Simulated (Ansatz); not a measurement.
## Thickness series in hypothetical fluorite ZrS2

Take ZrS2 in the fluorite structure (space group Fm-3m, No. 225; a hypothetical phase, not in the database extracts checked) as the base.

```xyz
3
Lattice="0.0000 3.1284 3.1284 3.1284 0.0000 3.1284 3.1284 3.1284 0.0000" Properties=species:S:1:pos:R:3 pbc="T T T"
Zr     0.0000     0.0000     0.0000
S      1.5642     1.5642     1.5642
S      4.6925     4.6925     4.6925
```

Cartesian axes are those of the cell as printed.

Free-standing slabs (3 atom(s) a layer) normal to [111] with 15 Å of vacuum; in-plane cell held at bulk.

Calculations: plane-wave PAW DFT at the r2SCAN level (Ansatz, an electronic-structure program, 500 eV), spin-orbit coupling left out, earlier PAW set.

Notes on the quantities. excess energy per area of both faces: slab less bulk energy over the cell's area: twice a surface energy; uncertain by up to 0.2 J/m².

```json
[
 {"case": "base", "gap character": "–", "shortest interatomic distance": "2.709 Å", "excess energy per area of both faces": "–", "thickness between the outermost nuclei": "–"},
 {"case": "1 layer", "gap character": "indirect, k = (0.167, 1/3, 0) in the run's primitive reciprocal basis → Γ", "shortest interatomic distance": "2.751 Å", "excess energy per area of both faces": "–", "thickness between the outermost nuclei": "2.04 Å"},
 {"case": "2 layers", "gap character": "indirect, k = (0, 1/3, 0) in the run's primitive reciprocal basis → Γ", "shortest interatomic distance": "2.553 Å", "excess energy per area of both faces": "0.54 J/m²", "thickness between the outermost nuclei": "5.45 Å"},
 {"case": "3 layers", "gap character": "indirect, M → Γ", "shortest interatomic distance": "2.589 Å", "excess energy per area of both faces": "0.6 J/m²", "thickness between the outermost nuclei": "9.07 Å"},
 {"case": "4 layers", "gap character": "indirect, M → Γ", "shortest interatomic distance": "[?]", "excess energy per area of both faces": "0.6 J/m²", "thickness between the outermost nuclei": "12.69 Å"},
 {"case": "5 layers", "gap character": "indirect, M → Γ", "shortest interatomic distance": "2.581 Å", "excess energy per area of both faces": "0.6 J/m²", "thickness between the outermost nuclei": "16.30 Å"},
 {"case": "6 layers", "gap character": "indirect, M → Γ", "shortest interatomic distance": "[?]", "excess energy per area of both faces": "0.6 J/m²", "thickness between the outermost nuclei": "19.91 Å"}
]
```

**Question.** What belongs in the blanks?

**Answer.** 
- 4 layers, shortest interatomic distance: 2.576 Å
- 6 layers, shortest interatomic distance: 2.579 Å

The excess energy carries the mismatch between the slab's and the bulk's meshes. Whether these cells are dynamically stable was not tested. Labels are those of the standard path for the cell's own space group.
